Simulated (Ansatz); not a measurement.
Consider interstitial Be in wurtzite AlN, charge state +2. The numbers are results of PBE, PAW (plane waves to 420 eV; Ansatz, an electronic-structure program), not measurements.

Cell of 72 host sites held at the relaxed PBE lattice; the Γ point alone; Fermi-Dirac width 0.01 eV, spin-restricted; finite-size errors left in. Static, classical nuclei. The charge state is imposed; whether it is stable for some Fermi level was not computed. Sites that were not tried may lie lower.

Barriers: single points on a 2×2×2 k-point mesh shifted by half a step along c at the bands' geometries (they differ from the bands' own by up to 0.06 eV, and are uncertain by about as much).

The step: one Be atom jumps by itself. Atoms about the jump, Cartesian Å from the middle of the jump, before and after:

```tsv
atom	x0	y0	z0	x1	y1	z1
Be1	0.00	0.00	-1.25	0.00	0.00	1.25
N2	0.00	1.65	-0.92	0.00	1.81	-0.92
N3	-1.43	-0.82	-0.92	-1.57	-0.90	-0.92
N4	1.43	-0.82	-0.92	1.56	-0.90	-0.92
Al5	-1.69	0.98	-0.18	-1.59	0.92	-0.44
Al6	1.69	0.98	-0.18	1.59	0.92	-0.44
Al7	0.00	-1.96	-0.18	0.00	-1.84	-0.44
N8	-1.58	0.91	1.67	-1.43	0.82	1.57
N9	1.58	0.91	1.68	1.43	0.82	1.57
N10	0.00	-1.82	1.67	0.00	-1.65	1.57
Al11	0.00	1.82	2.25	0.00	1.96	2.32
Al12	-1.57	-0.91	2.25	-1.69	-0.98	2.32
Al13	1.57	-0.91	2.25	1.69	-0.98	2.32
```

Task: Predict the transition state.

Result: 
| atom | x | y | z |
|---|---|---|---|
| Be1 | 0.00 | 0.00 | 0.02 |
| N2 | 0.00 | 1.67 | -0.81 |
| N3 | -1.45 | -0.83 | -0.81 |
| N4 | 1.45 | -0.84 | -0.81 |
| Al5 | -1.78 | 1.02 | -0.34 |
| Al6 | 1.77 | 1.02 | -0.34 |
| Al7 | 0.00 | -2.05 | -0.34 |
| N8 | -1.54 | 0.89 | 1.56 |
| N9 | 1.54 | 0.89 | 1.56 |
| N10 | 0.00 | -1.78 | 1.56 |
| Al11 | 0.00 | 1.83 | 2.22 |
| Al12 | -1.59 | -0.92 | 2.22 |
| Al13 | 1.59 | -0.92 | 2.22 |
It lies 1.76 eV above the start and 1.76 eV above the end. The check of the saddle point's order was inconclusive, and it lies on a symmetry element of the cell, where a band can be held.
